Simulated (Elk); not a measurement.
Worked example: self-consistent single point of SnTe (I4mm, 2 atoms in the cell) in Elk.

Method of the run: PBEsol, all-electron FP-LAPW, Elk's shipped species files, LAPW+lo basis (Elk 10.2.4).

```
SnTe
1.0
    0.00000     3.14420     3.14420
    3.14420     0.00000     3.14420
    3.14420     3.14420     0.00000
Sn Te
1 1
Direct
  0.00795   0.00795   0.99205
  0.50000   0.50000   0.50000
```

Reference input (self-consistent single point, DFT, PBEsol, all-electron FP-LAPW, Elk's shipped species files, LAPW+lo basis): xctype = 22; rgkmax = 8; swidth = 0.000367493 Ha; ngridk = 3 3 3; gmaxvr = 14 1/bohr; nxoapwlo = 1; maxscl = 100. This run's input differs from it in these lines:

```diff
@@ -36,3 +36,6 @@
 ngridk
-  3 3 3
+  6 6 6
+
+vkloff
+  0.5 0.5 0.5
```

Output, abridged:

```
│ Self-consistent loop started │
│ Loop number : 1 │
 total energy                :     -12978.7491545
│ Loop number : 2 │
 total energy                :     -12978.7096312
RMS change in Kohn-Sham potential (target) :   0.9400711088E-01 (  0.1000000000E-05)
Absolute change in total energy (target)   :   0.3952326850E-01 (  0.1000000000E-03)
│ Loop number : 3 │
 total energy                :     -12978.4703062
RMS change in Kohn-Sham potential (target) :   0.9112676608E-01 (  0.1000000000E-05)
Absolute change in total energy (target)   :   0.2492058362     (  0.1000000000E-03)
│ Loop number : 4 │
   [... lines left out ...]
Absolute change in total energy (target)   :   0.1281455565E-02 (  0.1000000000E-03)
│ Loop number : 13 │
 total energy                :     -12970.4835469
RMS change in Kohn-Sham potential (target) :   0.3308301936E-06 (  0.1000000000E-05)
Absolute change in total energy (target)   :   0.3132450020E-03 (  0.1000000000E-03)
│ Loop number : 14 │
 total energy                :     -12970.4835440
RMS change in Kohn-Sham potential (target) :   0.6383947859E-07 (  0.1000000000E-05)
Absolute change in total energy (target)   :   0.8119723861E-04 (  0.1000000000E-03)
Convergence targets achieved

│ Loop number : 15 │

Energies :
 Fermi                       :     0.223219852270
 total energy                :     -12970.4835457

Density of states at Fermi energy :   0.2741899523E-06
 (states/Hartree/unit cell)

Estimated indirect band gap :   0.2107727575E-01
 from k-point     84 to k-point     43
Estimated direct band gap   :   0.2107873047E-01
 at k-point     84

Charges :
 core                        :    66.00000000
 valence                     :    36.00000000
 interstitial                :    4.056829474
 muffin-tins (core leakage)
  species :    1 (Sn)
   atom    1                 :    47.99398620     (  0.6681384815E-04)
  species :    2 (Te)
   atom    1                 :    49.94918433     (  0.4034820733E-03)
 total in muffin-tins        :    97.94317053
 total calculated charge     :    101.9936886
 total charge                :    102.0000000
 error                       :   0.6311395135E-02

│ Self-consistent loop stopped │
```

The run converged in 15 iterations. The count includes the last loop, which Elk runs after its targets are met. Against the reference run the free energy goes up by 51.5 meV/atom and the gap on the mesh goes from 1.550 to 0.574 eV.

The starting cell has typed, rounded lattice constants, without a prior relaxation at this level. Its lattice was rescaled by up to half a per cent. One atom was moved a little off its site on purpose. Spin-orbit coupling is off. Values depend on the basis (sphere radii, cutoffs, local orbitals), which need not be converged. Another mesh or the band path of this cell gives a smaller gap, so this value is not converged in the mesh.
